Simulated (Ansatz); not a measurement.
The reference is ZrC in the rock salt structure (space group Fm-3m, No. 225; a = 4.709 Å).

Calculations: PBE (Ansatz, a first-principles code, PAW, without spin-orbit coupling).

Base values:

The volume per atom is 13.05 Å³.

The change: a hydrostatic pressure of 2.1 GPa.

Q: Predict the new volume per atom.

A: The volume per atom decreases by 0.12 Å³ (13.05 Å³ → 12.93 Å³).

Load acts through the strain it causes; cell and atoms are relaxed under it. No phonon test of stability was made. The final runs are not spin-polarised.
